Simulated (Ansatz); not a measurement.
Base system: CaF$_{2}$ in the fluorite structure (space group Fm-3m, No. 225; a = 5.421 Å).

One thing is altered: Ba takes the place of Ca on all its sites; the structure is relaxed again.

Levels (all Ansatz, a quantum-chemistry and plane-wave program, PAW): PBEsol (420 eV, spin-orbit coupling left out); r2SCAN (500 eV, without spin-orbit coupling); HSE06 (420 eV, without spin-orbit coupling).

At the geometry relaxed with PBEsol, these levels gave the following band gaps, in shuffled order: (a) 6.83 eV, (b) 7.53 eV, (c) 8.89 eV.

Question: Match each gap to its level.

Answer: (a) PBEsol; (b) r2SCAN; (c) HSE06.

Single points use the geometry relaxed with PBEsol. The hybrid gap comes from the SCF mesh plus the semilocal run's edge points and a few special points and is an upper bound. Stability against distortions was not tested.
